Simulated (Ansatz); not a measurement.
Functionals compared on NH2 on the 1x1 (110) surface of 3C silicon carbide (cut with top plane C + Si), one in a 2x2 cell, started at the site 'hollow C-C-Si-Si', in Ansatz (plane waves, PAW). The structure was relaxed with PBE; the other rows are single points on it, each with its references at the same level. Cutoff 420 eV (500 eV for r2SCAN).

Host crystal: 3C silicon carbide, with a band gap (PBE, scalar-relativistic without spin-orbit coupling).

Slab: 51 atoms, 7.7 Å thick at the start under the adsorbate (thin: gaps and levels are the slab's own); k 3x3x1, smearing 0.01 eV, dipole-corrected; 24 atoms held, the rest relaxed; symmetry of the start imposed; spin-polarised, ending with about 1.0 μB a cell; orders that need a larger cell were not tried, no spin-orbit, no U, no dispersion correction. At the end it is bonded to Si. In PBE it is, or lies within 0.03 eV of, the lowest of the starts that converged. These notes are the PBE run's. RPBE: The program's check for a lower electronic state was not made. r2SCAN: The program's check for a lower electronic state was not made. Adsorption energies are against NH3(g) − ½ H2(g). A negative adsorption energy means that the adsorbate is more stable on the surface than in its reference.

```json
[
 {"functional": "PBE", "adsorption energy (eV)": "-0.54", "magnetic moment of the cell (μB)": "1.00", "rough cost of the single point": "–"},
 {"functional": "RPBE", "adsorption energy (eV)": "-0.39", "magnetic moment of the cell (μB)": "1.00", "rough cost of the single point": "roughly 4 core-minutes"},
 {"functional": "r2SCAN", "adsorption energy (eV)": "-0.80", "magnetic moment of the cell (μB)": "1.00", "rough cost of the single point": "around 6 core-minutes (rough)"}
]
```

Ansatz is an electronic-structure program.
